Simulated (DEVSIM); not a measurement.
Device: Ru/SiON/p-GaSb capacitor, at 300 K.

```tsv
layer (left to right)	material	thickness (nm)	Na (cm⁻³)
1	SiON	9.10	-
2	GaSb	2100	8.1e15
```

Metal gate on the left, work function 4.7 eV. Fixed charge at the semiconductor interface -8.7e11 cm⁻² (in units of +e); no interface traps.

The device is made up for the run: typed textbook-type constants, with dimensions and the other settings drawn at random. Values at 300 K.

```tsv
parameter	SiON	GaSb
gap (eV)	7	0.726
affinity (eV)	1.4	4.06
permittivity	5.5	15.7
Nc (cm⁻³)	-	2.1e17
Nv (cm⁻³)	-	1.8e19
```

Model (solved in DEVSIM): 1D Poisson equation in equilibrium, Boltzmann statistics, complete ionisation; no quantum confinement or tunnelling. Metal contacts follow the ideal Schottky-Mott rule: no Fermi-level pinning, no interface dipoles.

### Question
Tabulate band edges, carrier densities and field at 0.7 V on the gate.

### Answer
Energies count from the Fermi level of the right contact; mesh points crowd at the junctions.

```json
[
 {"x (μm)": "0.000", "Ec (eV)": "2.600", "Ev (eV)": "-4.400", "n (cm⁻³)": "< 1e2", "p (cm⁻³)": "< 1e2", "field (V/cm)": "350000"},
 {"x (μm)": "0.001160", "Ec (eV)": "2.640", "Ev (eV)": "-4.360", "n (cm⁻³)": "< 1e2", "p (cm⁻³)": "< 1e2", "field (V/cm)": "350000"},
 {"x (μm)": "0.003293", "Ec (eV)": "2.714", "Ev (eV)": "-4.286", "n (cm⁻³)": "< 1e2", "p (cm⁻³)": "< 1e2", "field (V/cm)": "350000"},
 {"x (μm)": "0.006142", "Ec (eV)": "2.813", "Ev (eV)": "-4.187", "n (cm⁻³)": "< 1e2", "p (cm⁻³)": "< 1e2", "field (V/cm)": "350000"},
 {"x (μm)": "0.008538", "Ec (eV)": "2.897", "Ev (eV)": "-4.104", "n (cm⁻³)": "< 1e2", "p (cm⁻³)": "< 1e2", "field (V/cm)": "350000"},
 {"x (μm)": "0.009514", "Ec (eV)": "0.257", "Ev (eV)": "-0.469", "n (cm⁻³)": "1.0e13", "p (cm⁻³)": "2.4e11", "field (V/cm)": "21000"},
 {"x (μm)": "0.01137", "Ec (eV)": "0.261", "Ev (eV)": "-0.465", "n (cm⁻³)": "8.7e12", "p (cm⁻³)": "2.8e11", "field (V/cm)": "21000"},
 {"x (μm)": "0.01710", "Ec (eV)": "0.273", "Ev (eV)": "-0.453", "n (cm⁻³)": "5.5e12", "p (cm⁻³)": "4.4e11", "field (V/cm)": "21000"},
 {"x (μm)": "0.02791", "Ec (eV)": "0.295", "Ev (eV)": "-0.431", "n (cm⁻³)": "2.4e12", "p (cm⁻³)": "1.0e12", "field (V/cm)": "20000"},
 {"x (μm)": "0.05000", "Ec (eV)": "0.336", "Ev (eV)": "-0.390", "n (cm⁻³)": "4.8e11", "p (cm⁻³)": "5.0e12", "field (V/cm)": "18000"},
 {"x (μm)": "0.09653", "Ec (eV)": "0.407", "Ev (eV)": "-0.319", "n (cm⁻³)": "3.0e10", "p (cm⁻³)": "8.0e13", "field (V/cm)": "13000"},
 {"x (μm)": "0.2526", "Ec (eV)": "0.515", "Ev (eV)": "-0.211", "n (cm⁻³)": "4.7e8", "p (cm⁻³)": "5.1e15", "field (V/cm)": "2100"},
 {"x (μm)": "0.5411", "Ec (eV)": "0.527", "Ev (eV)": "-0.199", "n (cm⁻³)": "3.0e8", "p (cm⁻³)": "8.1e15", "field (V/cm)": "11"},
 {"x (μm)": "1.094", "Ec (eV)": "0.527", "Ev (eV)": "-0.199", "n (cm⁻³)": "3.0e8", "p (cm⁻³)": "8.1e15", "field (V/cm)": "≈ 0"},
 {"x (μm)": "1.742", "Ec (eV)": "0.527", "Ev (eV)": "-0.199", "n (cm⁻³)": "3.0e8", "p (cm⁻³)": "8.1e15", "field (V/cm)": "≈ 0"},
 {"x (μm)": "1.936", "Ec (eV)": "0.527", "Ev (eV)": "-0.199", "n (cm⁻³)": "3.0e8", "p (cm⁻³)": "8.1e15", "field (V/cm)": "≈ 0"},
 {"x (μm)": "2.027", "Ec (eV)": "0.527", "Ev (eV)": "-0.199", "n (cm⁻³)": "3.0e8", "p (cm⁻³)": "8.1e15", "field (V/cm)": "≈ 0"},
 {"x (μm)": "2.072", "Ec (eV)": "0.527", "Ev (eV)": "-0.199", "n (cm⁻³)": "3.0e8", "p (cm⁻³)": "8.1e15", "field (V/cm)": "≈ 0"},
 {"x (μm)": "2.096", "Ec (eV)": "0.527", "Ev (eV)": "-0.199", "n (cm⁻³)": "3.0e8", "p (cm⁻³)": "8.1e15", "field (V/cm)": "≈ 0"},
 {"x (μm)": "2.104", "Ec (eV)": "0.527", "Ev (eV)": "-0.199", "n (cm⁻³)": "3.0e8", "p (cm⁻³)": "8.1e15", "field (V/cm)": "≈ 0"},
 {"x (μm)": "2.107", "Ec (eV)": "0.527", "Ev (eV)": "-0.199", "n (cm⁻³)": "3.0e8", "p (cm⁻³)": "8.1e15", "field (V/cm)": "≈ 0"},
 {"x (μm)": "2.109", "Ec (eV)": "0.527", "Ev (eV)": "-0.199", "n (cm⁻³)": "3.0e8", "p (cm⁻³)": "8.1e15", "field (V/cm)": "≈ 0"}
]
```
